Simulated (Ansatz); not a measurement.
Results of PBEsol (Ansatz, a first-principles code, PAW) for MgS (model structure, within 0.1 Å of P4/mmm, No. 123, 4 atoms in the cell).

Run with plane-wave cutoff 520 eV, 14×14×12 k mesh (along the axes of the cell as run), Fermi–Dirac smearing 0.05 eV, scalar-relativistic PAW data made under PBE.

Cell (relaxed at this level):

```xyz
4
Lattice="4.9245 0.0000 0.0000 0.0000 4.9245 0.0000 0.0000 0.0000 6.6729" Properties=species:S:1:pos:R:3 pbc="T T T"
Mg     2.4623     0.0000     0.0006
Mg     0.0000     2.4623     6.6723
S      0.0000     0.0000     0.0000
S      2.4623     2.4623     0.0000
```

Task: Estimate the band gap that the calculation returns.

Result: 
- band gap = 2.60 eV (direct)

Note: the cell has widely spaced layers and the level no dispersion term, so their spacing and the moduli can rest on weak binding.

The result took very roughly 90 core-seconds.

A model structure was made by putting elements into a prototype or built by hand; it is no filed structure, need not be a known phase, and can be a saddle point held by its symmetry.
